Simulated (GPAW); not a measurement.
Band structure of CsPbBr3 (Pm-3m, 5 atoms in the cell).

```xyz
5
Lattice="6.0765 0.0000 0.0000 0.0000 6.0765 0.0000 0.0000 0.0000 6.0765" Properties=species:S:1:pos:R:3 pbc="T T T"
Cs     0.0000     0.0000     0.0000
Pb     3.0383     3.0383     3.0383
Br     3.0383     3.0383     0.0000
Br     0.0000     3.0383     3.0383
Br     3.0383     0.0000     3.0383
```

Method: PBE, GPAW PAW datasets PBE (gpaw-data 1.0.1) (plane waves; GPAW).

Settings: mode = pw; ecut = 600 eV; xc = PBE; kpts = 5 5 5; mesh shift (steps) = 0 0 0; occupations.name = fermi-dirac; occupations.width = 0.01 eV; nbands = -4; convergence.density = 1e-05 e/electron; convergence.energy = 1e-05 eV/electron; convergence.bands = -2; symmetry.symmorphic = false; symmetry.tolerance = 0.0005; maxiter = 100.

The starting cell comes from a database of computed structures (which also holds hypothetical and non-ambient phases and stackings), without a prior relaxation at this level. Its lattice was rescaled by a random factor within 2.5 % of one. Spin-orbit coupling is off.

### Question
Predict the gap along the standard path and the places of the band edges.

### Answer
The gap along the path is 1.85 eV, direct at R to within 0.01 eV.

Levels in eV from the top of the valence band on the SCF mesh, bands 19 to 26:
```json
[
 {"point": "Γ", "19": "-1.05", "20": "-0.98", "21": "-0.98", "22": "-0.98", "23": "3.91", "24": "5.16", "25": "5.16", "26": "5.88"},
 {"point": "X", "19": "-1.15", "20": "-1.05", "21": "-1.05", "22": "-0.63", "23": "3.18", "24": "5.26", "25": "5.71", "26": "5.71"},
 {"point": "M", "19": "-1.23", "20": "-1.23", "21": "-0.66", "22": "-0.06", "23": "2.79", "24": "2.79", "25": "5.36", "26": "6.04"},
 {"point": "R", "19": "-0.65", "20": "-0.65", "21": "-0.65", "22": "0.49", "23": "2.34", "24": "2.34", "25": "2.34", "26": "5.40"}
]
```
